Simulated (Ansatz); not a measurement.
Abridged Ansatz (a first-principles code) output:

```
Relaxation: its limit of steps is 50 (relax.max_steps)
Pseudopotential: W, paw, valence charge 14
Pseudopotential: S, paw, valence charge 6
Crystal: 6 atoms, lattice volume = 98.316 Å³
Basis set: ecut = 420 eV, 1899 PW (Γ), exchange–correlation on 48×48×160 points (8 copies of the dense FFT grid, shifted against one another)
Bands: 32, of which v1, the nominal top of the filled ones, is band 26 counted from 1 (25 counted from 0)
Symmetry: 24 space group operations
k-points: 38 of 432
Functional: x = pbesol(κ = 0.804, μ = 0.12345679012345678), c = pbesol(β = 0.046)
SCF iter   1: F=—  HF=-24060.557501 eV  |F-HF|=—  |Δ(HF+E_count)|=         —  Δρ=7.88e-3  dr2=6.81e-2  ethr=1.77e-3  ⟨swp⟩=6.3  Hψ=5747  notcnv=0
SCF iter   2: F=—  HF=-24060.550046 eV  |F-HF|=—  |Δ(HF+E_count)|=   7.45e-3  Δρ=3.42e-3  dr2=7.78e-3  ethr=1.31e-4  ⟨swp⟩=2.8  Hψ=2271  notcnv=0  defer=27
SCF 1 converged in 8 iterations: F = -24060.551817 eV  dr2 = 3.33e-10
relax step   1: F+E_penalty+E_count = -24060.55181709 eV  Δ(F+E_penalty+E_count) = +0.000e0 eV  max|allowed force component| = 1.820e-1 eV/Å  Δτ_max = 0.0000 Å  (8 SCF iters, accepted)
Crystal: 6 atoms, lattice volume = 98.316 Å³
SCF iter   1: F=—  HF=-24060.554434 eV  |F-HF|=—  |Δ(HF+E_count)|=         —  Δρ=1.08e-3  dr2=1.31e-3  ethr=2.55e-6  ⟨swp⟩=2.1  Hψ=4042  notcnv=0  defer=28
SCF iter   2: F=—  HF=-24060.554156 eV  |F-HF|=—  |Δ(HF+E_count)|=   2.78e-4  Δρ=5.07e-4  dr2=2.11e-4  ethr=2.51e-6  ⟨swp⟩=2.0  Hψ=1517  notcnv=0  defer=28
SCF 2 converged in 7 iterations: F = -24060.554068 eV  dr2 = 1.44e-10
relax step   2: F+E_penalty+E_count = -24060.55406803 eV  Δ(F+E_penalty+E_count) = -2.251e-3 eV  max|allowed force component| = 8.888e-2 eV/Å  Δτ_max = 0.0123 Å  (7 SCF iters, accepted)
Crystal: 6 atoms, lattice volume = 98.316 Å³
SCF iter   1: F=—  HF=-24060.554862 eV  |F-HF|=—  |Δ(HF+E_count)|=         —  Δρ=3.56e-4  dr2=1.42e-4  ethr=2.77e-6  ⟨swp⟩=2.8  Hψ=2840  notcnv=0  defer=29
SCF iter   2: F=—  HF=-24060.554829 eV  |F-HF|=—  |Δ(HF+E_count)|=   3.28e-5  Δρ=1.69e-4  dr2=2.34e-5  ethr=2.72e-7  ⟨swp⟩=1.4  Hψ=1630  notcnv=0  defer=29
SCF 3 converged in 6 iterations: F = -24060.554791 eV  dr2 = 4.13e-10
relax step   3: F+E_penalty+E_count = -24060.55479091 eV  Δ(F+E_penalty+E_count) = -7.229e-4 eV  max|allowed force component| = 2.124e-4 eV/Å  Δτ_max = 0.0041 Å  (6 SCF iters, accepted)
SCF converged after 6 iterations
[...]
Internal energy: -24060.554772 eV  (E = F + TS)
E sigma→0 (E₀):  -24060.554781 eV
Entropy (-TS):   -0.000019 eV (-0.003 meV/atom)
Fermi energy:    13.459220 eV
  E_disp       = -2.514599  (pairwise vdW)
--- Forces (eV/Å), atoms counted from 1 ---
  atom   1  W      0.00000000    -0.00000000     0.00000000
  atom   2  W     -0.00000000     0.00000000     0.00000000
  atom   3  S      0.00000000    -0.00000000     0.00021238
  atom   4  S     -0.00000000     0.00000000     0.00021238
  atom   5  S     -0.00000000     0.00000000    -0.00021238
  atom   6  S      0.00000000    -0.00000000    -0.00021238
--- Stress (GPa, compression-positive) ---
        0.103617       0.000000       0.000000
        0.000000       0.103617       0.000000
        0.000000       0.000000       0.636776
  P = ⅓ Tr σ = 0.2813 GPa (2.813 kbar)
--- Relaxed structure (3 steps of the walk, 3 accepted, 0 SCFs on fresh bases) ---
  atoms:
    - { symbol: W, position: [0.6666666666666666, 0.3333333333333333, 0.24999999999999997] }
    - { symbol: W, position: [0.3333333333333333, 0.6666666666666665, 0.7499999999999999] }
    - { symbol: S, position: [0.6666666666666666, 0.3333333333333333, 0.884245818937768] }
    - { symbol: S, position: [0.3333333333333333, 0.6666666666666665, 0.38424581893776805] }
    - { symbol: S, position: [0.3333333333333333, 0.6666666666666665, 0.11575418106223188] }
    - { symbol: S, position: [0.6666666666666666, 0.3333333333333333, 0.6157541810622318] }
```

Problem. What was computed, and what are the main results?

Solution. WS2, 6 atoms in the cell, with PBEsol-D3(BJ) (Ansatz; PAW; 420 eV plane waves; spin-orbit coupling left out). The last SCF converged to F = -24060.554791 eV, or -4010.0925 eV per atom, at a pressure of 0.28 GPa. The total energy compares only with runs of the same code, potentials and settings.

Spin-orbit coupling, missing from the scalar runs, can matter with W. The cells carry an imposed strain or load. Stability against distortions was not tested. The cell was made from WS2 (space group P6_3/mmc, No. 194; layered, stacked along the Cartesian z axis) by this change: uniaxial strain ε_zz = −0.60 %.

Keys are those of Ansatz 0.2.
